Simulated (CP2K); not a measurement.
**A self-consistent single point of Na₃Pd (I4/mmm, 4 atoms in the cell) with CP2K**

Method: CP2K with LDA (Pade form), GPW, DZVP-MOLOPT-SR-GTH basis, GTH-PADE potentials (GTH_POTENTIALS).

Input as run:

```
&GLOBAL
  PROJECT na3pd
  RUN_TYPE ENERGY_FORCE
  PRINT_LEVEL MEDIUM
&END GLOBAL
&FORCE_EVAL
  METHOD Quickstep
  STRESS_TENSOR ANALYTICAL
  &DFT
    BASIS_SET_FILE_NAME BASIS_MOLOPT
    POTENTIAL_FILE_NAME GTH_POTENTIALS
    &QS
      METHOD GPW
      EPS_DEFAULT 1E-11
    &END QS
    &MGRID
      CUTOFF 950
      REL_CUTOFF 50
      NGRIDS 5
    &END MGRID
    &SCF
      SCF_GUESS ATOMIC
      EPS_SCF 1E-6
      MAX_SCF 100
      ADDED_MOS 8
      &DIAGONALIZATION
        ALGORITHM STANDARD
      &END DIAGONALIZATION
      &MIXING
        METHOD BROYDEN_MIXING
        ALPHA 0.3
        NBUFFER 8
        BETA 1.5
      &END MIXING
      &SMEAR ON
        METHOD FERMI_DIRAC
        ELECTRONIC_TEMPERATURE [K] 1160.45
      &END SMEAR
    &END SCF
    &KPOINTS
      SCHEME MONKHORST-PACK 5 5 5
    &END KPOINTS
    &XC
      &XC_FUNCTIONAL PADE
      &END XC_FUNCTIONAL
    &END XC
    &PRINT
      &MO
        EIGENVALUES T
        OCCUPATION_NUMBERS T
        NDIGITS 8
        FILENAME mo
        &EACH
          QS_SCF 0
        &END EACH
        ADD_LAST NUMERIC
      &END MO
      &MULLIKEN ON
      &END MULLIKEN
    &END PRINT
  &END DFT
  &SUBSYS
    &CELL
      A 5.39604800 0.00000000 0.00000000
      B 1.18847000 5.26354200 0.00000000
      C -3.29225900 -2.63177100 3.36929500
      PERIODIC XYZ
    &END CELL
    &COORD
      SCALED
      Na       0.75000000     0.25000000     0.50000000
      Na       0.25000000     0.75000000     0.50000000
      Na       0.50000000     0.50000000     0.00000000
      Pd       0.00000000     0.00000000     0.00000000
    &END COORD
    &KIND Na
      BASIS_SET DZVP-MOLOPT-SR-GTH
      POTENTIAL GTH-PADE-q9
    &END KIND
    &KIND Pd
      BASIS_SET DZVP-MOLOPT-SR-GTH
      POTENTIAL GTH-PADE-q18
    &END KIND
  &END SUBSYS
  &PRINT
    &FORCES ON
    &END FORCES
    &STRESS_TENSOR ON
    &END STRESS_TENSOR
  &END PRINT
&END FORCE_EVAL
```

Output, abridged:

```
 GLOBAL| Method name                                                        CP2K
 GLOBAL| Project name                                                      na3pd
 GLOBAL| Run type                                                   ENERGY_FORCE

 CELL| Volume [angstrom^3]:                                            95.695813
 CELL| Vector a [angstrom]:       5.396     0.000     0.000   |a| =     5.396048
 CELL| Vector b [angstrom]:       1.188     5.264     0.000   |b| =     5.396048
 CELL| Vector c [angstrom]:      -3.292    -2.632     3.369   |c| =     5.396048
 CELL| Angle (b,c), alpha [degree]:                                   127.598476
 CELL| Angle (a,c), beta  [degree]:                                   127.598476
 CELL| Angle (a,b), gamma [degree]:                                    77.276387
 CELL| Numerically orthorhombic:                                              NO
 CELL| Periodicity                                                           XYZ

 DFT| Spin restricted Kohn-Sham (RKS) calculation                            RKS
 DFT| Multiplicity                                                             2
 DFT| Number of spin states                                                    1
 DFT| Charge                                                                   0
 DFT| XC density smoothing                                                  NONE
 DFT| XC derivatives                                                          PW

 QS| Method:                                                                 GPW
 QS| Density plane wave grid type                        NON-SPHERICAL FULLSPACE
 QS| Number of grid levels:                                                    5
 QS| Density cutoff [a.u.]:                                                475.0
 QS| Multi grid cutoff [a.u.]: 1) grid level                               475.0
   [... lines left out ...]
 BRILLOUIN| Wavefunction type                                            COMPLEX
 BRILLOUIN| List of Kpoints [2 Pi/Bohr]                                       63
 BRILLOUIN| Number           Weight            X              Y              Z
 BRILLOUIN|     1           0.01600       -0.40000       -0.40000       -0.40000
 BRILLOUIN|     2           0.01600       -0.40000       -0.40000       -0.20000
 BRILLOUIN|     3           0.01600       -0.40000       -0.40000        0.00000
   [... 60 lines left out ...]
 *******************************************************************************

 Extrapolation method: initial_guess

 Re-scaling the density matrix to get the right number of electrons
                  # Electrons              Trace(P)               Scaling factor
                           45                45.000                        1.000

 Number of electrons:                                                         45
 Number of occupied orbitals:                                                 23
 Number of molecular orbitals:                                                31

 Number of orbital functions:                                                 52
 Number of independent orbital functions:                                     52
 SCF WAVEFUNCTION OPTIMIZATION

  Step     Update method      Time    Convergence         Total energy    Change
     1 NoMix/Diag. 0.30E+00      -     0.48268760      -270.3478947326 -2.70E+02
     2 Broy./Diag. 0.30E+00      -     0.21963575      -273.5790728803 -3.23E+00
     3 Broy./Diag. 0.30E+00      -     0.04260352      -270.6684176705  2.91E+00
     4 Broy./Diag. 0.30E+00      -     0.03269066      -270.2045190358  4.64E-01
     5 Broy./Diag. 0.30E+00      -     0.01485960      -269.8250290188  3.79E-01
     6 Broy./Diag. 0.30E+00      -     0.01262659      -270.0300655040 -2.05E-01
     7 Broy./Diag. 0.30E+00      -     0.00579609      -270.0678799320 -3.78E-02
   [... 5 lines left out ...]
    13 Broy./Diag. 0.30E+00      -     0.00003779      -270.0525666100 -8.96E-04
    14 Broy./Diag. 0.30E+00      -     0.00001322      -270.0526788170 -1.12E-04
    15 Broy./Diag. 0.30E+00      -     0.00000216      -270.0527553215 -7.65E-05
    16 Broy./Diag. 0.30E+00      -     0.00000176      -270.0527739287 -1.86E-05
    17 Broy./Diag. 0.30E+00      -     0.00000025      -270.0527822056 -8.28E-06
  *** SCF run converged in    17 steps ***

  Electronic density on regular grids:        -44.9999999963        0.0000000037
  Core density on regular grids:               44.9999999999       -0.0000000001
  Total charge density on r-space grids:        0.0000000037
  Total charge density g-space grids:           0.0000000037

  Overlap energy of the core charge distribution:               0.00000000000000
  Self energy of the core charge distribution:               -603.75165800384900
  Core Hamiltonian energy:                                    155.47164906951107
  Hartree energy:                                             211.60891322785281
  Exchange-correlation energy:                                -33.38033346168379
  Electronic entropic energy:                                  -0.00135303713420
  Fermi energy:                                                 0.14747332388651

  Total energy:                                              -270.05278220562138
  Total energy (extrapolated to T->0):                       -270.05210568705428

                     Mulliken Population Analysis

 #  Atom  Element  Kind  Atomic population                           Net charge
       1     Na       1          8.844627                              0.155373
       2     Na       1          8.844627                              0.155373
       3     Na       1          8.866093                              0.133907
       4     Pd       2         18.444652                             -0.444652
 # Total charge                             45.000000                  0.000000

 ENERGY| Total FORCE_EVAL ( QS ) energy [hartree]           -270.052781518067150

 FORCES| Atomic forces [hartree/bohr]
 FORCES|   Atom     x               y               z               |f|
 FORCES|      1 -4.60025978E-09  5.75494335E-09 -1.33851657E-09   7.48821672E-09
 FORCES|      2  4.60048351E-09 -5.75483212E-09  1.33841306E-09   7.48825018E-09
 FORCES|      3  5.23172412E-14 -1.06920513E-13 -1.58751022E-13   1.98421210E-13
 FORCES|      4  5.78220870E-13  5.82325412E-13 -1.04668890E-13   8.27283408E-13
 FORCES| Sum     8.54267770E-13  5.86632211E-13 -3.66924433E-13
 FORCES| Total atomic force                                       1.09933812E-12

 STRESS| Analytical stress tensor [bar]
 STRESS|                        x                   y                   z
 STRESS|      x       -3.07070946062E+04  -3.27069134951E+03   7.28438757071E-01
 STRESS|      y       -3.27069134951E+03  -2.92300862953E+04   5.82300663836E-01
 STRESS|      z        7.28438757071E-01   5.82300663836E-01  -2.66148174357E+04
 STRESS| 1/3 Trace                                            -2.88506661124E+04
```

The run converged in 17 iterations.

The starting cell comes from a database of computed structures (which also holds hypothetical and non-ambient phases and stackings), without a prior relaxation at this level. Its lattice was rescaled by up to half a per cent. Spin polarisation is off. Values carry the incompleteness of an atom-centred basis.

Cost on one core of a shared machine: roughly 30 s.
